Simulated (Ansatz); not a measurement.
Base system: RbBr in the rock salt structure (space group Fm-3m, No. 225; a = 6.843 Å).

Level of theory: PBEsol in Ansatz (plane waves to 420 eV, PAW, scalar-relativistic without spin-orbit coupling).

Base values:

The lattice parameter a is 6.843 Å and the gap character is direct at Γ.

One thing is altered: cell and atoms relaxed at a pressure of 10 GPa.

Q: How does this affect the lattice parameter a and gap character?

A: The lattice parameter a shrinks by 0.686 Å (6.843 Å → 6.157 Å); the gap character becomes indirect, Γ → X (base: direct at Γ).

Load acts through the strain it causes; cell and atoms are relaxed under it. Stability against distortions was not tested. No other phases were tried under pressure.

Ansatz is a quantum-chemistry and plane-wave program.
